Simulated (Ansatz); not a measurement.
An Ansatz (a quantum-chemistry and plane-wave program) run: ZnAu with a change (tensor shear ε_xy = +0.57 %); PBEsol in Ansatz (plane waves to 420 eV, PAW, no spin-orbit coupling).

Input:

Ansatz 0.2 input:
```yaml
crystal:
  lattice:
    - [3.1286227235, 0.0178331495, 0]
    - [0.0178331495, 3.1286227235, 0]
    - [0, 0, 3.1286227235]
  atoms:
    - { symbol: Zn, position: [0.5, 0.5, 0.5] }
    - { symbol: Au, position: [0, 0, 0] }
basis: { ecutwfc: 420, ecutrho_ratio: 4, xc_grid: 2, fft_grid_basis: typed }
kpoints: { mp_grid: { grid: [18, 18, 18] } }
hamiltonian:
  xc: pbesol
  dispersion: none
  pseudopotentials: { kind: paw }
scf: { occupations: { method: fermi_dirac, width: 0.1 }, convergence: { dr2_threshold: 0.0000000002 } }
relax: { f_tol: 0.005, max_steps: 50 }
output: { forces: true, stress: true }
checkpoint: { write: state.ck, write_every: 1000 }
```

Output (explanatory and most iteration lines left out):

```
Relaxation: its limit of steps is 50 (relax.max_steps)
Pseudopotential: Zn, paw, valence charge 12
Pseudopotential: Au, paw, valence charge 19
Crystal: 2 atoms, lattice volume = 30.623 Å³
Basis set: ecut = 420 eV, 619 PW (Γ), exchange–correlation on 48×48×48 points (8 copies of the dense FFT grid, shifted against one another)
Bands: 20, of which v1, the nominal top of the filled ones, is band 16 counted from 1 (15 counted from 0)
Symmetry: 8 space group operations
Space group: Cmmm (ITA 65), of the structure as read, at distance tolerance 3.1e-5 Å
k-points: 910 of 5832
Functional: x = pbesol(κ = 0.804, μ = 0.12345679012345678), c = pbesol(β = 0.046)
SCF iter   1: F=—  HF=-16288.461000 eV  |F-HF|=—  |Δ(HF+E_count)|=         —  Δρ=4.95e-3  dr2=4.43e-3  ethr=1.77e-3  ⟨swp⟩=5.0  Hψ=76208  notcnv=0
SCF iter   2: F=—  HF=-16288.460822 eV  |F-HF|=—  |Δ(HF+E_count)|=   1.78e-4  Δρ=1.42e-3  dr2=4.30e-4  ethr=1.43e-5  ⟨swp⟩=2.0  Hψ=35247  notcnv=0  defer=4
SCF 1 converged in 8 iterations: F = -16288.460594 eV  dr2 = 3.11e-13
relax step   1: F+E_penalty+E_count = -16288.46059421 eV  Δ(F+E_penalty+E_count) = +0.000e0 eV  max|allowed force component| = 3.155e-30 eV/Å  Δτ_max = 0.0000 Å  (8 SCF iters, accepted)
SCF converged after 8 iterations
Free energy (F): -16288.460594 eV
Internal energy: -16288.445139 eV  (E = F + TS)
E sigma→0 (E₀):  -16288.452866 eV
Entropy (-TS):   -0.015456 eV (-7.728 meV/atom)
Fermi energy:    17.301179 eV
--- Forces (eV/Å), atoms counted from 1 ---
  atom   1  Zn     0.00000000     0.00000000     0.00000000
  atom   2  Au     0.00000000     0.00000000     0.00000000
--- Stress (GPa, compression-positive) ---
        0.026694      -0.661681       0.000000
       -0.661681       0.026694       0.000000
        0.000000       0.000000       0.030949
  P = ⅓ Tr σ = 0.0281 GPa (0.281 kbar)
--- Relaxed structure (1 steps of the walk, 1 accepted, 0 SCFs on fresh bases) ---
  atoms:
    - { symbol: Zn, position: [0.5, 0.5, 0.5] }
    - { symbol: Au, position: [0.0, 0.0, 0.0] }
```

The cells carry an imposed strain or load. Stability against distortions was not tested. The cell was made from ZnAu in the CsCl type structure (space group Pm-3m, No. 221) by this change: tensor shear ε_xy = +0.57 %.
